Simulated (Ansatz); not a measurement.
The reference is GaSb in the zinc blende structure (space group F-43m, No. 216; a = 6.132 Å). Axes: x, y, z lie along the cube axes.

Structures relaxed with r2SCAN (Ansatz, a program for electronic structure; PAW; 500 eV plane waves; spin-orbit coupling left out).

Base:

Simulated powder pattern, Mo Kα, λ = 0.71073 Å (kinematic, ideal powder, no thermal factors, no anomalous dispersion; the 10 strongest lines at most, above 2 %, up to 2θ = 40°):

```
2θ (°)  I/Imax (%)    hkl
------  ----------  -----
11.52          100  (111)
13.31          5.9  (200)
18.87           80  (220)
22.16           54  (311)
26.81           15  (400)
29.26           23  (331)
30.04          2.5  (420)
32.99           30  (422)
35.05           17  (511)
38.27          8.9  (440)
```

After one change:

Simulated powder pattern, Mo Kα, λ = 0.71073 Å (kinematic, ideal powder, no thermal factors, no anomalous dispersion; the 10 strongest lines at most, above 2 %, up to 2θ = 40°):

```json
[
 {"2θ (°)": "11.48", "I/Imax (%)": "100"},
 {"2θ (°)": "18.77", "I/Imax (%)": "54"},
 {"2θ (°)": "18.87", "I/Imax (%)": "26"},
 {"2θ (°)": "21.98", "I/Imax (%)": "18"},
 {"2θ (°)": "22.14", "I/Imax (%)": "36"},
 {"2θ (°)": "26.81", "I/Imax (%)": "9.6"},
 {"2θ (°)": "29.12", "I/Imax (%)": "16"},
 {"2θ (°)": "32.76", "I/Imax (%)": "10"},
 {"2θ (°)": "32.93", "I/Imax (%)": "20"},
 {"2θ (°)": "35.04", "I/Imax (%)": "8.6"}
]
```

Problem. Which of these changes matches the shifts?
(A) uniaxial strain ε_zz = +2.00 %
(B) uniaxial strain ε_zz = +1.00 %
(C) uniaxial strain ε_zz = +1.50 %
(D) uniaxial strain ε_zz = +3.00 %

Solution. B, uniaxial strain ε_zz = +1.00 %. Its volume per atom is 29.11 Å³ against 28.83 Å³, and its space group is I-4m2 (No. 119).

No phonon test of stability was made.
